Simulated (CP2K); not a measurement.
Troubleshooting CP2K: a failed run on ZnMo₂Se₄ (P3m1, 7 atoms in the cell). The aim is a self-consistent single point with DFT PBEsol, GPW, DZVP-MOLOPT-SR-GTH basis, GTH-PBE potentials (GTH_POTENTIALS).

The input file:

```
&GLOBAL
  PROJECT zn(mose2)2
  RUN_TYPE ENERGY_FORCE
  PRINT_LEVEL LOW
&END GLOBAL
&FORCE_EVAL
  METHOD Quickstep
  STRESS_TENSOR ANALYTICAL
  &DFT
    BASIS_SET_FILE_NAME BASIS_MOLOPT
    POTENTIAL_FILE_NAME GTH_POTENTIALS
    &QS
      METHOD GPW
      EPS_DEFAULT 1E-10
    &END QS
    &MGRID
      CUTOFF 600
      REL_CUTOFF 50
      NGRIDS 5
    &END MGRID
    &SCF
      SCF_GUESS ATOMIC
      EPS_SCF 1E-7
      MAX_SCF 100
      ADDED_MOS 11
      &DIAGONALIZATION
        ALGORITHM STANDARD
      &END DIAGONALIZATION
      &MIXING
        METHOD BROYDEN_MIXING
        ALPHA 0.2
        NBUFFER 12
      &END MIXING
      &SMEAR ON
        METHOD FERMI_DIRAC
        ELECTRONIC_TEMPERATURE [K] 1160.45
      &END SMEAR
    &END SCF
    &KPOINTS
      SCHEME MONKHORST-PACK 7 7 2
      GAMMA_CENTERED T
    &END KPOINTS
    &XC
      &XC_FUNCTIONAL
        &PBE
          PARAMETRIZATION PBESOL
        &END PBE
      &END XC_FUNCTIONAL
    &END XC
    &PRINT
      &MO
        EIGENVALUES T
        OCCUPATION_NUMBERS T
        NDIGITS 8
        FILENAME mo
        &EACH
          QS_SCF 0
        &END EACH
        ADD_LAST NUMERIC
      &END MO
      &MULLIKEN OFF
      &END MULLIKEN
    &END PRINT
  &END DFT
  &SUBSYS
    &CELL
      ABC 3.35445600 3.35445590 18.09706500
      ALPHA_BETA_GAMMA 90.00000000 90.00000000 120.00000096
      PERIODIC XYZ
    &END CELL
    &COORD
      Zn       0.00000000     0.00000000     0.51994000
      Mo       0.00000000     0.00000000     0.77328000
      Mo       0.66666700     0.33333300     0.23926000
      Se       0.00000000     0.00000000     0.14539000
      Se       0.66666700     0.33333300     0.86695000
      Se       0.66666700     0.33333300     0.67890000
      Se       0.00000000     0.00000000     0.33329000
    &END COORD
    &KIND Zn
      BASIS_SET DZVP-MOLOPT-SR-GTH-q12
      POTENTIAL GTH-PBE-q12
    &END KIND
    &KIND Mo
      BASIS_SET DZVP-MOLOPT-SR-GTH-q14
      POTENTIAL GTH-PBE-q14
    &END KIND
    &KIND Se
      BASIS_SET DZVP-MOLOPT-SR-GTH-q6
      POTENTIAL GTH-PBE-q6
    &END KIND
  &END SUBSYS
  &PRINT
    &FORCES ON
    &END FORCES
    &STRESS_TENSOR ON
    &END STRESS_TENSOR
  &END PRINT
&END FORCE_EVAL
```

Output (repeated stretches shortened):

```
 SCF WAVEFUNCTION OPTIMIZATION

  Step     Update method      Time    Convergence         Total energy    Change
     1 NoMix/Diag. 0.20E+00      -  5779.95061682       605.1550918383  6.05E+02
     2 Broy./Diag. 0.20E+00      -  1795.83461884       753.6440632713  1.48E+02
     3 Broy./Diag. 0.20E+00      -  2709.02089175       655.8377597452 -9.78E+01
     4 Broy./Diag. 0.20E+00      -   375.24616987       570.4758481951 -8.54E+01
     5 Broy./Diag. 0.20E+00      -   145.53758919       582.0540017651  1.16E+01
     6 Broy./Diag. 0.20E+00      -   128.47398874       580.1903223672 -1.86E+00
   [... 90 lines left out ...]
    97 Broy./Diag. 0.20E+00      -     0.00000053       583.5914914149  5.42E-10
    98 Broy./Diag. 0.20E+00      -     0.00000037       583.5914914146 -3.03E-10
    99 Broy./Diag. 0.20E+00      -     0.00000040       583.5914914145 -5.54E-11
   100 Broy./Diag. 0.20E+00      -     0.00000130       583.5914914144 -7.05E-11
  Leaving inner SCF loop after reaching   100 steps.

  Overlap energy of the core charge distribution:             522.88009243049544
  Self energy of the core charge distribution:               -416.46607288969807
  Core Hamiltonian energy:                                    354.19099182868956
   [... lines left out ...]
  Fermi energy:                                                 0.07422993641898
  Total energy:                                               583.59149141443334
   [... lines left out ...]
 * [ABORT]                                                                     *
 *  \___/     SCF run NOT converged. To continue the calculation regardless,   *
 *    |             please set the keyword IGNORE_CONVERGENCE_FAILURE.         *
 *  O/|                                                                        *
 * /| |                                                                        *
 * / \                                                            qs_scf.F:702 *
 *******************************************************************************

 ===== Routine Calling Stack =====

            4 scf_env_do_scf
            3 qs_energies
            2 qs_forces
            1 CP2K
Abort(1) on node 0 (rank 0 in comm 0): application called MPI_Abort(MPI_COMM_WORLD, 1) - process 0
```

### Question
Find the mistake and give the fix.

### Answer
The fault is fractional and Cartesian coordinates mixed up. Numbers meant as fractions of the cell vectors were read as lengths, or the reverse, so the atoms sit in the wrong places. To fix it, make label and numbers agree, by changing either. The run ended unconverged after 100 iterations.

An input that runs soundly differs in these lines (not the only fix; some lines may just follow from the change or write a value another way):
```diff
+      SCALED
```

With that input, the run converged in 23 iterations: free energy E − TS -6379.2624 eV; top of the valence band (on the code's own zero) 5.19 eV; gap on the k-point mesh 0.87 eV; pressure -5.37 GPa; largest force (vector length) 0.753 eV/Å (DFT PBEsol, GPW, DZVP-MOLOPT-SR-GTH basis, GTH-PBE potentials (GTH_POTENTIALS)).

On the sound input: the starting cell comes from a database of computed structures (which also holds hypothetical and non-ambient phases and stackings), without a prior relaxation at this level. Its lattice was rescaled by a random factor within 2.5 % of one. Values carry the incompleteness of an atom-centred basis. The potentials were made for another functional than the one used. With a pressure of about -5 GPa the cell is away from its equilibrium volume at this level.
